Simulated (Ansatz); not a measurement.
Base system: BeS in the zinc blende structure (space group F-43m, No. 216).

```
BeS
1.0
    0.00000     2.41904     2.41904
    2.41904     0.00000     2.41904
    2.41904     2.41904     0.00000
Be S
1 1
Cartesian
  0.00000   0.00000   0.00000
  1.20952   1.20952   1.20952
```

The values are results of PBEsol (Ansatz, an electronic-structure program; PAW; 420 eV plane waves; scalar-relativistic without spin-orbit coupling), not measurements.

Before the change:

| Property | Value |
|---|---|
| Lattice parameter a | 4.838 Å |
| Hole mass | 0.33, 0.55, 0.55 mₑ (at Γ) |
| Band gap | 2.91 eV |

One thing is altered: hydrostatic tension (pressure −1 GPa).

**Question.** Predict the new lattice parameter a.

**Answer.** The lattice parameter a increases by 0.017 Å to 4.855 Å.

**Question.** What happens to the hole mass?

**Answer.** The hole mass (degenerate bands, along [100]) remains 0.33, 0.55, 0.55 mₑ (at Γ).

**Question.** What happens to the band gap?

**Answer.** The band gap increases by 0.02 eV, from 2.91 eV to 2.93 eV.

Load acts through the strain it causes; cell and atoms are relaxed under it. Effective masses come from finite differences of ±0.01 Å⁻¹. Whether these cells are dynamically stable was not tested.
